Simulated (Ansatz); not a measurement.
K2MoO4 (C2/m, No. 12; start COD 1527397): cohesive energy by level of theory

No measured value is used here.

| level (code) | value (eV/atom) | cell (Å³/atom) |
|---|---|---|
| LDA (Ansatz) | 5.97 | 16.65 |
| PBEsol (Ansatz) | 5.36 | 17.95 |
| r²SCAN (Ansatz) | 4.95 | 18.08 |

LDA, PBEsol, r²SCAN: the relaxation could not lower the start's symmetry, so the cell can be a saddle point above a distorted one. Each level is taken at its own relaxed cell. Cutoffs differ between the levels. Ansatz's density-functional and Hartree–Fock values are scalar-relativistic unless marked +SOC, with PAW data made under PBE.

Ansatz is a quantum-chemistry and plane-wave program.
